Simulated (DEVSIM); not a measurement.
System: illuminated Si p-on-n cell, one wavelength, at 350 K.

Layer 1 from the left is Si, thickness (μm) 0.0670, Na (cm⁻³) 3.8e18, τn (s) 5.9e-9, τp (s) 3e-7, absorption coefficient (cm⁻¹) 280. Layer 2 from the left is Si, thickness (μm) 220, Nd (cm⁻³) 4.4e16, τn (s) 3.3e-7, τp (s) 3.3e-7, absorption coefficient (cm⁻¹) 280.

Left contact: ohmic, minority electron recombination velocity 8e6 cm/s. Right contact: ohmic, minority hole recombination velocity 1e5 cm/s. Voltage is applied to the left contact. Recombination: SRH at mid-gap, radiative, Auger. Light enters at the left, 2e17 photons cm⁻² s⁻¹, one pass, no reflection. Mobility is constant in doping.

Constants are typed, rounded textbook-type inputs, not results; the design itself was drawn at random and stands for no fabricated device. Values at 300 K; Nc and Nv go as T^1.5, mobilities as T to minus their exponent, the gap by Varshni's rule with the affinity fixed.

Si: gap (eV) 1.124, affinity (eV) 4.05, permittivity 11.7, Nc (cm⁻³) 2.86e19, Nv (cm⁻³) 3.1e19, μn (cm²/Vs) 1417, μp (cm²/Vs) 470, T exponent of μn 2.3, T exponent of μp 2.2, B (cm³/s) 4.7e-15, Cn (cm⁶/s) 2.8e-31, Cp (cm⁶/s) 9.9e-32, Varshni α (eV/K) 0.000473, Varshni β (K) 636.

Model (solved in DEVSIM): 1D drift-diffusion, Boltzmann statistics, complete ionisation; no tunnelling, impact ionisation, image-force lowering or self-heating.

Dark forward current:

| |V| (V) | |J| (A/cm²) |
|---|---|
| 0.05 | 2.906e-7 |
| 0.10 | 1.200e-6 |
| 0.15 | 4.674e-6 |
| 0.20 | 1.987e-5 |
| 0.25 | 9.227e-5 |
| 0.30 | 0.0004542 |
| 0.35 | 0.002309 |
| 0.40 | 0.01191 |
| 0.45 | 0.06170 |
| 0.50 | 0.3141 |
| 0.55 | 1.461 |
| 0.60 | 5.211 |
| 0.65 | 12.70 |
| 0.70 | 23.13 |
| 0.75 | 35.38 |
| 0.80 | 48.80 |
| 0.85 | 63.04 |
| 0.90 | 77.90 |
| 0.95 | 93.29 |
| 1.00 | 109.1 |
| 1.05 | 125.4 |
| 1.10 | 142.1 |
| 1.15 | 159.1 |
| 1.20 | 176.6 |
| 1.25 | 194.4 |
| 1.30 | 212.6 |

Q: Work out the local ideality factor n = ΔV / (kT/q · ln(J2/J1)) between the rows 0.15 and 0.20 V, 0.40 and 0.45 V, 1.25 and 1.30 V.

A: kT/q = 30.16 mV. From 0.15 to 0.20 V: ln(1.987e-5/4.674e-6) = 1.447, n = 1.15. From 0.40 to 0.45 V: ln(0.06170/0.01191) = 1.645, n = 1.01, near the 1 of diffusion or emission over a barrier. From 1.25 to 1.30 V: ln(212.6/194.4) = 0.089, n = 18.52.

Q: What current could the absorbed light give at most, and what share is collected?

A: Σ αd = 6.16, so qΦ(1 − exp(−Σ αd)) = 32.0 mA/cm². The simulated short-circuit current is 10.95 mA/cm², a share of 0.34.

Q: Estimate the open-circuit voltage by superposition: the voltage at which the dark current equals that short-circuit current.

A: Interpolating ln J in the table gives 0.397 V. The simulation gives 0.397 V, the same within the digits that matter. Superposition holds where collection doesn't change with voltage.

Q: Estimate the fill factor from FF0 = (v − ln(v + 0.72))/(v + 1), v = qVoc/(nkT), with n from the dark curve.

A: The rows about Voc, 0.35 and 0.40 V, give n = 1.01, so v = 13.0 and FF0 = 0.742. The simulation gives 0.740, the same within the digits that matter.
